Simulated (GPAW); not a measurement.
A self-consistent single point of MoS₂ (P6_3/mmc, 6 atoms in the cell) with GPAW

Method of the run: PBE, GPAW PAW datasets PBE (gpaw-data 1.0.1) (plane waves; GPAW).

Input:

```python
from ase import Atoms
from ase.units import GPa
from gpaw import GPAW, PW

atoms = Atoms(['Mo', 'Mo', 'S', 'S', 'S', 'S'],
              cell=[[3.210276, 0.000000, 0.000000],
                    [-1.605138, 2.780181, 0.000000],
                    [0.000000, 0.000000, 13.281181]],
              scaled_positions=[[0.000000, 0.000000, 0.250000],
                                [0.000000, 0.000000, 0.750000],
                                [0.333333, 0.666667, 0.367740],
                                [0.666667, 0.333333, 0.632260],
                                [0.666667, 0.333333, 0.867740],
                                [0.333333, 0.666667, 0.132260]],
              pbc=True)

calc = GPAW(mode=PW(600),
            xc='PBE',
            kpts={'size': (6, 6, 2), 'gamma': True},
            occupations={'name': 'fixed-uniform'},
            nbands=-6,
            convergence={'forces': 0.001, 'bands': -4},
            symmetry={'symmorphic': False, 'tolerance': 0.0005},
            maxiter=120)

atoms.calc = calc

energy = atoms.get_potential_energy()
print('Energy (eV):', round(energy, 6))
forces = atoms.get_forces()
print('Forces (eV/Ang):')
print(forces.round(5))
stress = atoms.get_stress()
print('Stress (GPa, Voigt):', (stress / GPa).round(4))
```

Output (repeated stretches shortened):

```
Input parameters:
  convergence: {bands: -4,
                forces: 0.001}
  kpts: {gamma: True,
         size: (6, 6, 2)}
  maxiter: 120
  mode: {ecut: 600.0,
         name: pw}
  nbands: -6
  occupations: {name: fixed-uniform}
  symmetry: {symmorphic: False,
             tolerance: 0.0005}
  xc: PBE

species:
  Mo:
    name: Molybdenum
    Z: 42.0
    valence: 14
    core: 28
    charge: 0.0
    file: Mo.PBE.gz

    # Using partial waves for Mo as LCAO basis

  S:
    name: Sulfur
    Z: 16.0
    valence: 6
    core: 10
    charge: 0.0
    file: S.PBE.gz

    # Using partial waves for S as LCAO basis

Reference energy: -263698.624853  # eV

Spin-paired calculation

Convergence criteria:
 Maximum [total energy] change in last 3 cyles: 0.0005 eV / valence electron
 Maximum integral of absolute [dens]ity change: 0.0001 electrons / valence electron
 Maximum integral of absolute [eigenst]ate change: 4e-08 eV^2 / valence electron
 Maximum change in the atomic [forces] across last 2 cycles: 0.001 eV/Ang OR
Maximum error relative to the maximum force is below inf
 Maximum number of scf [iter]ations: 120

Symmetries present (total): 24
Symmetries with fractional translations: 12
72 k-points: 6 x 6 x 2 Monkhorst-Pack grid + [1/12,1/12,1/4]
14 k-points in the irreducible part of the Brillouin zone
       k-points in crystal coordinates                weights
   0:     0.00000000    0.00000000    0.00000000          1/72
   1:     0.00000000    0.00000000    0.50000000          1/72
   2:     0.16666667    0.00000000    0.00000000          6/72
   [... 7 lines left out ...]
          ...
  13:     0.50000000    0.50000000    0.50000000          3/72

Wave functions: Plane wave expansion
  Cutoff energy: 600.000 eV
  Number of coefficients (min, max): 3918, 3993
  Pulay-stress correction: 0.000000 eV/Ang^3 (de/decut=0.000000)

Occupation numbers: # Uniform distribution of occupation numbers

Eigensolver

Densities:
  Coarse grid: 20*20*80 grid
  Fine grid: 40*40*160 grid
  Total Charge: 0.000000

Density mixing:
  Method: separate
  Backend: pulay
  Linear mixing parameter: 0.05
  old densities: 5
  Damping of long wavelength oscillations: 50

Hamiltonian:
  XC and Coulomb potentials evaluated on a 40*40*160 grid
  External potential:
    NoExternalPotential

XC parameters: PBE with 2 nearest neighbor stencil

Number of atoms: 6
Number of atomic orbitals: 42
Number of bands in calculation: 32
Number of valence electrons: 52
Bands to converge: 28

Density initialized from atomic densities
  32 bands from LCAO basis set

Atomic positions and initial magnetic moments

Positions:
   0 Mo     0.000000    0.000000    3.320295    ( 0.0000,  0.0000,  0.0000)
   1 Mo     0.000000    0.000000    9.960886    ( 0.0000,  0.0000,  0.0000)
   2 S     -0.000002    1.853455    4.884022    ( 0.0000,  0.0000,  0.0000)
   3 S      1.605140    0.926726    8.397159    ( 0.0000,  0.0000,  0.0000)
   4 S      1.605140    0.926726   11.524612    ( 0.0000,  0.0000,  0.0000)
   5 S     -0.000002    1.853455    1.756569    ( 0.0000,  0.0000,  0.0000)

Unit cell:
           periodic     x           y           z      points  spacing
  1. axis:    yes    3.210276    0.000000    0.000000    20     0.1390
  2. axis:    yes   -1.605138    2.780181    0.000000    20     0.1390
  3. axis:    yes    0.000000    0.000000   13.281181    80     0.1660

  Lengths:   3.210276   3.210276  13.281181
  Angles:   90.000000  90.000000 119.999996

Effective grid spacing dv^(1/3) = 0.1547

     iter     time        total  log10-change:
                         energy   eigst   dens  force
iter:   1 --:--:--   -47.382037   +0.52
iter:   2 --:--:--   -46.446730   -0.39  -1.10
iter:   3 --:--:--   -44.714925   -0.49  -1.16
iter:   4 --:--:--   -44.453898   -0.86  -1.31
iter:   5 --:--:--   -44.736481   -0.76  -1.40
iter:   6 --:--:--   -45.938997   -0.27  -1.51
iter:   7 --:--:--   -45.691734   -0.89  -1.34
iter:   8 --:--:--   -44.208390   -0.65  -1.32
iter:   9 --:--:--   -44.213834   -1.89  -2.15
iter:  10 --:--:--   -44.225316c  -2.89  -2.57
iter:  11 --:--:--   -44.214813c  -2.95  -2.41
iter:  12 --:--:--   -44.212772c  -2.90  -2.67
iter:  13 --:--:--   -44.213193c  -3.50  -3.32
iter:  14 --:--:--   -44.213196c  -4.36  -3.31
iter:  15 --:--:--   -44.213348c  -4.56  -3.39
   [... 3 lines left out ...]
iter:  19 --:--:--   -44.213186c  -4.73  -3.23
iter:  20 --:--:--   -44.213193c  -5.21  -3.70
iter:  21 --:--:--   -44.213199c  -5.53  -3.75
iter:  22 --:--:--   -44.213212c  -5.00  -3.73
iter:  23 --:--:--   -44.213187c  -5.78  -3.74
iter:  24 --:--:--   -44.213212c  -5.21  -4.03c
iter:  25 --:--:--   -44.213184c  -5.51  -3.74
iter:  26 --:--:--   -44.213184c  -7.37  -4.49c
iter:  27 --:--:--   -44.213184c  -7.80c -4.50c
iter:  28 --:--:--   -44.213184c  -6.98  -4.60c
iter:  29 --:--:--   -44.213184c  -7.37  -4.70c
iter:  30 --:--:--   -44.213184c  -7.26  -4.67c
iter:  31 --:--:--   -44.213184c  -7.68c -4.80c -2.83
iter:  32 --:--:--   -44.213184c  -8.03c -4.83c -3.20c

Converged after 32 iterations.

Dipole moment: (0.000000, 0.000000, -0.000000) |e|*Ang

Energy contributions relative to reference atoms: (reference = -263698.624853)

Kinetic:         -9.807749
Potential:       -4.690388
External:        +0.000000
XC:             -29.575477
Entropy (-ST):   +0.000000
Local:           -0.139570
SIC:             +0.000000
--------------------------
Free energy:    -44.213184
Extrapolated:   -44.213184

Showing only first 2 kpts
 Kpt  Band  Eigenvalues  Occupancy
  0    24      5.94776    2.00000
  0    25      6.71021    2.00000
  0    26      8.87949    0.00000
  0    27      8.87952    0.00000

  1    24      6.46332    2.00000
  1    25      6.46332    2.00000
  1    26      8.90451    0.00000
  1    27      8.90451    0.00000

Fermi level: 7.24838

Gap: 1.076 eV
Transition (v -> c):
  (s=0, k=0, n=25, [0.00, 0.00, 0.00]) -> (s=0, k=8, n=26, [0.33, 0.33, 0.00])
Direct/indirect transitions are different
Direct gap: 1.581 eV
Transition at: (s=0, k=9, n=25, [0.33, 0.33, 0.50])
Energy (eV): -44.213184

Forces in eV/Ang:
  0 Mo   -0.00000    0.00000    0.00000
  1 Mo   -0.00000    0.00000   -0.00000
  2 S     0.00000   -0.00000   -0.19503
  3 S     0.00000    0.00000    0.19503
  4 S     0.00000    0.00000   -0.19503
  5 S     0.00000   -0.00000    0.19503

Stress tensor:
     0.013993     0.000000     0.000000
     0.000000     0.013993     0.000000
     0.000000     0.000000     0.005805
Stress (GPa, Voigt): [2.2418 2.2418 0.93   0.     0.     0.    ]
```

The run converged in 32 iterations. GPAW prints stress with tension positive.

The starting cell comes from a database of computed structures (which also holds hypothetical and non-ambient phases and stackings), without a prior relaxation at this level. Its lattice was rescaled by a random factor within 2.5 % of one.

Cost on one core of a shared machine: roughly 50 s.
